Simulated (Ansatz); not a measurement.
Start from GeSe (space group P6_3mc, No. 186; a = 4.710 Å, c = 5.685 Å; a hypothetical phase, not in the database extracts checked). Axes: x lies along a and z along c of the hexagonal cell.

Level of theory: Ansatz (a first-principles code) PBEsol, spin-orbit coupling left out, earlier PAW set.

For the base:

```
Quantity                           Value
-----------------------------  ---------
Shortest interatomic distance    2.604 Å
Pressure                       -0.01 GPa
```

The change: a pure shear with ε_xy = ε_yx = 0.0348; the atoms relax in the strained cell.

Question: Estimate the effect on the largest internal atomic displacement.

Answer: The largest internal atomic displacement comes out as 0.033 Å.

Question: What does the calculation give for the energy relative to the base after the change?

Answer: The energy drops by 1.7 meV/atom.

Question: What does the calculation give for the shortest interatomic distance after the change?

Answer: The shortest interatomic distance hardly moves (2.604 Å against 2.605 Å).

Question: Predict the new pressure.

Answer: The pressure (mean of the normal stresses, compression positive) hardly moves (-0.01 GPa against -0.04 GPa).

Whether these cells are dynamically stable was not tested. Under tensor shear ε_xy = +3.48 % the cell ends below the base's energy or with stress of the wrong sign: the atoms slid into a distortion or the cell is elastically unstable, so the base is not a stable minimum at this level.
